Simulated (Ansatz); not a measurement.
The parent structure is TiN in the rock salt structure (space group Fm-3m, No. 225; a = 4.2339 Å; relaxed with 0.1 eV smearing).

Level of theory: Ansatz (a first-principles code), r2SCAN, PAW, cutoff 500 eV, no spin-orbit coupling, earlier PAW set.

Before the change:

The pressure comes out as 0.0 GPa.

Now apply this change: an isotropic linear strain of −1.09 %, atoms relaxed at fixed cell.

Q: What happens to the pressure?

A: The pressure goes from zero to 10.4 GPa.

Q: What does the calculation give for the energy relative to the base after the change?

A: The energy increases by 9.7 meV/atom.

Whether these cells are dynamically stable was not tested. All final runs are without spin polarisation. An odd electron count without spin: TiN.
